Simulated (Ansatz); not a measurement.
Mg$_{2}$Sn (space group Fm-3m, No. 225)

Space group Fm-3m (No. 225); a = b = c = 6.6638 Å, α = β = γ = 90.00°

```
atom  site  symmetry       x       y       z
----  ----  --------  ------  ------  ------
Mg      8c      -43m  0.2500  0.2500  0.2500
Sn      4a      m-3m  0.0000  0.0000  0.0000
```
(The calculation used a cell of 3 atoms; values per cell refer to that cell.)

Computed with Ansatz (a first-principles code) LDA, no spin-orbit coupling. k-mesh 12×12×12 (Γ-centred); smearing 0.05 eV (Fermi–Dirac).

| Quantity | Result |
|---|---|
| Volume per atom | 24.66 Å³ |
| Density | 3.76 g/cm³ |
| Band gap | zero |
| Total energy | -3227.818 eV/atom (σ→0; compares only within this code and set-up) |

Whether these cells are dynamically stable was not tested.
